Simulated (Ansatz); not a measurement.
Base system: HgTe in the zinc blende structure (space group F-43m, No. 216; a = 6.435 Å). Axes: x, y, z lie along the cube axes.

Method: Kohn–Sham DFT with the LDA functional, run in Ansatz (a quantum-chemistry and plane-wave program) with PAW and 420 eV plane waves, no spin-orbit coupling.

For the base:

```
Item                            Result
-----------------------------  -------
Pressure                       0.0 GPa
Shortest interatomic distance  2.786 Å
Band gap                          zero
```

One thing is altered: compressive biaxial strain of 0.42 % in the plane normal to [111], as in epitaxy on a mismatched substrate; the out-of-plane cell vector and the atoms relax.

How does this affect the pressure?

The pressure (mean of the normal stresses, compression positive) goes from zero to 0.2 GPa.

How does this affect the energy relative to the base?

The energy goes up by 0.3 meV/atom.

What does the calculation give for the shortest interatomic distance after the change?

The shortest interatomic distance shrinks by 0.0049 Å (2.786 Å → 2.782 Å).

Predict the new band gap.

The band gap remains zero.

A case with no gap was solved on a k-mesh chosen for an insulator, which is coarse for it. Spin-orbit coupling, missing from the scalar runs, can matter with Hg and Te. Stability against distortions was not tested. The final runs are not spin-polarised. The zero or small gap of HgTe can change with the level of theory.
